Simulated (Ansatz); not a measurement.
Gap of a one-dimensional NaCl body, 16 atoms a period at several levels, all on one geometry.

```xyz
16
Lattice="18.0000 0.0000 0.0000 0.0000 18.0000 0.0000 0.0000 0.0000 5.4266" Properties=species:S:1:pos:R:3 pbc="T T T"
Na    12.4762     9.0000     0.0000
Cl    11.5750    11.5750     0.0000
Na     9.0000    12.4762     0.0000
Cl     6.4250    11.5750     0.0000
Na     5.5238     9.0000     0.0000
Cl     6.4250     6.4250     0.0000
Na     9.0000     5.5238     0.0000
Cl    11.5750     6.4250     0.0000
Cl    12.6416     9.0000     2.7133
Na    11.4581    11.4581     2.7133
Cl     9.0000    12.6416     2.7133
Na     6.5419    11.4581     2.7133
Cl     5.3584     9.0000     2.7133
Na     6.5419     6.5419     2.7133
Cl     9.0000     5.3584     2.7133
Na    11.4581     6.5419     2.7133
```

Levels: PBE (plane waves to 420 eV, PAW; Ansatz, a quantum-chemistry and plane-wave program); r2SCAN (plane waves to 500 eV, PAW; Ansatz); HSE06 (Ansatz). Unmarked values and the geometry are of the first. Mesh 1×1×6. No spin polarisation. Periodic along z alone, with about 11 Å of vacuum beside it. A hypothetical model. Symmetry and one short period hold its shape; lower forms weren't sought. HSE06 ran on a 1×1×4 mesh and at PBE's edge points.

```json
[
 {"level": "PBE", "gap (eV)": "4.97"},
 {"level": "r2SCAN", "gap (eV)": "5.70"},
 {"level": "HSE06", "gap (eV)": "…"}
]
```

Question: What belongs in the gaps?

Answer: 
- HSE06, gap (eV): 6.20
